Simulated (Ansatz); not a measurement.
## Competing hops of Ru-vacancy pair in fcc Rh, neutral cell

Defect migration in fcc Rh: Ru-vacancy pair (Ru on one host Rh site, one Rh site vacant), neutral cell. Method: PBE, PAW (plane waves to 420 eV; Ansatz, a first-principles code).

32-site cell at the relaxed PBE lattice, a 2×2×2 k-point mesh shifted by half a step, smearing 0.10 eV, spin-restricted, no finite-size correction. Energies are static. Forms of the defect that were not tried may lie lower.

Barriers: single points on a 4×4×4 k-point mesh shifted by half a step at the bands' geometries (they differ from the bands' own by up to 0.05 eV, and are uncertain by about as much).

```csv
Route,Start site over the lowest site run (eV),Hop (Å),Forward barrier (eV),Backward barrier (eV),Neighbours at the start,Neighbours at the saddle,Saddle order,"Forward, on the band's own sampling (eV)"
a nearby Rh atom hops onto the vacant site (Ru-vacancy distance between ideal sites 2.71 Å throughout),0.00,2.63,1.79,1.79,"Rh at 2.66, Rh at 2.68, 2 Rh at 2.69, 2 Rh at 2.71, 2 Rh at 2.73, Rh at 2.74, Rh at 2.75; Ru at 2.68 Å","Rh at 2.46, Rh at 2.52, Rh at 2.55, 2 Rh at 2.86, 2 Rh at 3.12; Ru at 2.43 Å","not checked, on a symmetry element",1.75
Ru and the vacancy change places (Ru-vacancy distance between ideal sites 2.71 Å throughout),0.00,2.73,2.18,2.18,"5 Rh at 2.68, 6 Rh at 2.70 Å","4 Rh at 2.47, 2 Rh at 2.96, 2 Rh at 2.99 Å","not checked, on a symmetry element",2.13
```

Paths come from nudged elastic bands with a climbing image. Of the routes that converged and passed our checks, the lowest saddle point lies 1.79 eV above the lowest of the sites run (a nearby Rh atom hops onto the vacant site (Ru-vacancy distance between ideal sites 2.71 Å throughout)); other sites, such as split forms, and other routes may lie lower. A band can be held on a symmetry element, so unchecked saddle points there may be too high.

The whole set of runs took very roughly 1.8 core-hours.
